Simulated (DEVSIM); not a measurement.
# abrupt InP n-p junction

System: abrupt InP n-p junction, at 400 K.

| layer (left to right) | material | thickness (μm) | Nd (cm⁻³) | Na (cm⁻³) | τn (s) | τp (s) |
|---|---|---|---|---|---|---|
| 1 | InP | 12.0 | 4.5e15 | - | 3.2e-9 | 3.2e-9 |
| 2 | InP | 200 | - | 3.8e16 | 3.2e-9 | 3.2e-9 |

Left contact: ohmic. Right contact: ohmic. Voltage is applied to the left contact. Recombination: SRH at mid-gap. Mobility is constant in doping.

Constants are typed, rounded textbook-type inputs, not results; the design itself was drawn at random and stands for no fabricated device. Values at 300 K; Nc and Nv go as T^1.5, mobilities as T to minus their exponent, the gap by Varshni's rule with the affinity fixed.

| parameter | InP |
|---|---|
| gap (eV) | 1.344 |
| affinity (eV) | 4.38 |
| permittivity | 12.5 |
| Nc (cm⁻³) | 5.7e17 |
| Nv (cm⁻³) | 1.1e19 |
| μn (cm²/Vs) | 5200 |
| μp (cm²/Vs) | 170 |
| T exponent of μn | 2 |
| T exponent of μp | 2 |
| Varshni α (eV/K) | 0.000363 |
| Varshni β (K) | 162 |

Model (solved in DEVSIM): 1D drift-diffusion, Boltzmann statistics, complete ionisation; no tunnelling, impact ionisation, image-force lowering or self-heating.

```json
{
  "potential_step_across_the_device_at_zero_bias": "0.919 V",
  "largest_field_in_the_device_at_zero_bias": "32000 V/cm",
  "Dark forward voltage at 1 A/cm²": "0.747 V"
}
```

Dark forward current:

(V (V), J (A/cm²)): (-0.05, -3.3e-6); (-0.20, -5.3e-5); (-0.30, -0.00026); (-0.45, -0.0032); (-0.60, -0.062); (-0.70, -0.48); (-0.85, -2.8); (-1.00, -6.3); (-1.15, -10); (-1.25, -13); (-1.40, -17); (-1.55, -21); (-1.65, -24); (-1.80, -28)

Dark reverse current:

```
V (V)  J (A/cm²)
-----  ---------
0.40      8.8e-6
1.00      1.7e-5
2.00      2.8e-5
3.00      3.6e-5
4.00      4.4e-5
6.00      5.7e-5
8.00      6.8e-5
10.00     7.8e-5
13.00     9.1e-5
16.00    0.00010
20.00    0.00012
```
